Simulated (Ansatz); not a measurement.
Data:

```xyz
2
Lattice="0.0000 2.1022 2.1443 2.1022 0.0000 2.1443 2.1022 2.1022 0.0000" Properties=species:S:1:pos:R:3 pbc="T T T"
Mg     0.0000     0.0000     0.0000
O      2.1022     2.1022     2.1443
```

No spin polarisation.

All numbers come from DFT with r2SCAN, PAW potentials and a 500 eV plane-wave cutoff in Ansatz (an electronic-structure program), no spin-orbit coupling. Settings: 13×13×13 k-points, 0.05 eV Fermi–Dirac smearing.

**Question.** What hole mass does the calculation give?

**Answer.** 0.40 mₑ along z, 2.1 mₑ across (at Γ).

**Question.** What is the computed gap character?

**Answer.** Direct at Γ.

**Question.** Predict the valence-band top at Γ (three highest levels, from the VBM).

**Answer.** 0.00, -0.04, -0.04 eV.

**Question.** Estimate the band gap.

**Answer.** 5.45 eV.

The cells carry an imposed strain or load. Effective masses come from finite differences of ±0.01 Å⁻¹. Stability against distortions was not tested. The cell was made from MgO in the rock salt structure (space group Fm-3m, No. 225) by this change: uniaxial strain ε_zz = +2.00 %.
